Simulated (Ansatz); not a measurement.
Take Ta in the bcc (W type) structure (space group Im-3m, No. 229; a = 3.282 Å; relaxed with 0.1 eV smearing) as the base.

Computed with PBEsol (Ansatz, a program for electronic structure; PAW; 420 eV plane waves; without spin-orbit coupling).

Strains are applied to the cell and any free atomic positions relax.

One change was made to it. Results:

```json
[
 {"quantity": "energy relative to the base (free energy F)", "base": "0 meV/atom", "after": "+39 meV/atom"},
 {"quantity": "pressure", "base": "0.0 GPa", "after": "-11.0 GPa"}
]
```

What was done to the base?
(A) isotropic strain +2.00 %
(B) isotropic strain +2.50 %
(C) isotropic strain −3.00 %
(D) isotropic strain −1.00 %

A, isotropic strain +2.00 %. For comparison, the energy relative to the base in the other runs: isotropic strain −3.00 % gives +100 meV/atom; isotropic strain −1.00 % gives +11 meV/atom; isotropic strain +2.50 % gives +60 meV/atom.

Whether these cells are dynamically stable was not tested. The final runs are not spin-polarised.
